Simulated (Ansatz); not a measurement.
An Ansatz (an electronic-structure program) run: CsSnI3 with a change (biaxial strain −3.00 %, plane normal [001], relaxed out of plane); DFT with LDA, PAW potentials and a 420 eV plane-wave cutoff in Ansatz, scalar-relativistic without spin-orbit coupling.

Input:

Ansatz 0.2 input:
```yaml
crystal:
  lattice:
    - [5.8495953492, 0, 0]
    - [0, 5.8495953492, 0]
    - [0, 0, 6.1209683293]
  atoms:
    - { symbol: Cs, position: [0, 0, 0] }
    - { symbol: Sn, position: [0.5, 0.5, 0.5] }
    - { symbol: I, position: [0.5, 0, 0.5] }
    - { symbol: I, position: [0, 0.5, 0.5] }
    - { symbol: I, position: [0.5, 0.5, 0] }
basis: { ecutwfc: 420, ecutrho_ratio: 4, xc_grid: 2, fft_grid_basis: typed }
kpoints: { mp_grid: { grid: [8, 8, 8] } }
hamiltonian:
  xc: lda
  dispersion: none
  pseudopotentials: { kind: paw }
scf: { occupations: { method: fermi_dirac, width: 0.05 } }
relax: { f_tol: 0.005, max_steps: 50, cell: { stress_tol: 0.01, fix: [a, b, gamma] } }
output: { forces: true, stress: true }
checkpoint: { write: state.ck, write_every: 1000 }
```

Output (explanatory and most iteration lines left out):

```
Relaxation: its limit of steps is 50 (relax.max_steps)
Pseudopotential: Cs, paw, valence charge 9
Pseudopotential: Sn, paw, valence charge 14
Pseudopotential: I, paw, valence charge 17
Crystal: 5 atoms, lattice volume = 209.446 Å³
Basis set: ecut = 420 eV, 4081 PW (Γ), exchange–correlation on 80×80×90 points (8 copies of the dense FFT grid, shifted against one another)
Bands: 45, of which v1, the nominal top of the filled ones, is band 37 counted from 1 (36 counted from 0)
Symmetry: 16 space group operations
Space group: P4/mmm (ITA 123), of the structure as read, at distance tolerance 5.9e-5 Å
k-points: 75 of 512
Functional: x = slater, c = lda
SCF iter   1: F=—  HF=-33456.471348 eV  |F-HF|=—  |Δ(HF+E_count)|=         —  Δρ=4.39e-3  dr2=1.79e-2  ethr=1.77e-3  ⟨swp⟩=10.3  Hψ=17579  notcnv=0  defer=29
SCF iter   2: F=—  HF=-33456.466975 eV  |F-HF|=—  |Δ(HF+E_count)|=   4.37e-3  Δρ=2.16e-3  dr2=4.89e-3  ethr=2.42e-5  ⟨swp⟩=2.0  Hψ=5755  notcnv=0  defer=93
SCF 1 converged in 7 iterations: F = -33456.466460 eV  dr2 = 4.51e-9
relax step   1: F+E_penalty+E_count = -33456.46645954 eV  Δ(F+E_penalty+E_count) = +0.000e0 eV  max|allowed force component| = 2.453e-29 eV/Å  Δτ_max = 0.0000 Å  P = +1.205 GPa  Ω = 209.446 Å³  fix = [a, b, gamma]  reactions: a +2.012, b +2.012 GPa  (7 SCF iters, dr2 threshold 1.00e-7 eV, accepted)
[... steps on the carried basis left out ...]
relax step   4: F+E_penalty+E_count = -33456.46888867 eV  Δ(F+E_penalty+E_count) = +4.432e-6 eV  max|allowed force component| = 8.046e-29 eV/Å  Δτ_max = 0.0000 Å  P = +1.386 GPa  Ω = 207.767 Å³  energy of the carried Pulay correction = +2.476e-4 eV  fix = [a, b, gamma]  reactions: a +2.078, b +2.078 GPa  (6 SCF iters, dr2 threshold 2.74e-10 eV, accepted)
Crystal: 5 atoms, lattice volume = 207.767 Å³
SCF iter   1: F=—  HF=-33456.468671 eV  |F-HF|=—  |Δ(HF+E_count)|=         —  Δρ=7.83e-6  dr2=2.38e-8  ethr=1.70e-7  ⟨swp⟩=3.6  Hψ=26245  notcnv=0
SCF iter   2: F=—  HF=-33456.468635 eV  |F-HF|=—  |Δ(HF+E_count)|=   3.60e-5  Δρ=3.91e-6  dr2=5.89e-9  ethr=3.22e-11  ⟨swp⟩=3.5  Hψ=7864  notcnv=0
SCF 5 converged in 7 iterations: F = -33456.468635 eV  dr2 = 6.25e-13
SCF converged after 7 iterations
Free energy (F): -33456.468635 eV
Internal energy: -33456.467856 eV  (E = F + TS)
E sigma→0 (E₀):  -33456.468246 eV
Entropy (-TS):   -0.000779 eV (-0.156 meV/atom)
Fermi energy:    6.636725 eV
--- Forces (eV/Å), atoms counted from 1 ---
  atom   1  Cs    -0.00000000     0.00000000     0.00000000
  atom   2  Sn     0.00000000     0.00000000     0.00000000
  atom   3  I     -0.00000000     0.00000000     0.00000000
  atom   4  I      0.00000000     0.00000000     0.00000000
  atom   5  I      0.00000000    -0.00000000     0.00000000
--- Stress (GPa, compression-positive) ---
        2.078390       0.000000       0.000000
        0.000000       2.078390       0.000000
        0.000000       0.000000       0.000506
  P = ⅓ Tr σ = 1.3858 GPa (13.858 kbar)
--- Relaxed structure (4 steps of the walk, 4 accepted, 1 SCFs on fresh bases) ---
  cell:  # Å, volume = 207.7675 Å³
    - [5.8495953492, 0.0, 0.0]
    - [0.0, 5.8495953492, 0.0]
    - [0.0, 0.0, 6.071917516871846]
  atoms:
    - { symbol: Cs, position: [1.4404318593918518e-36, -6.687719347614927e-37, 0.0] }
    - { symbol: Sn, position: [0.5, 0.5, 0.49999999999999994] }
    - { symbol: I, position: [0.5, 3.601079648853934e-37, 0.49999999999999994] }
    - { symbol: I, position: [6.584831357386728e-36, 0.5, 0.49999999999999994] }
    - { symbol: I, position: [0.5, 0.5, 0.0] }
```

With I present, leaving out spin-orbit coupling can change the band edges. Stability against distortions was not tested. The cell was made from CsSnI$_{3}$ in the cubic perovskite structure (space group Pm-3m, No. 221) by this change: biaxial strain −3.00 %, plane normal [001], relaxed out of plane. Many cubic perovskites are stable only at high temperature; tilts and polar distortions were not tested.
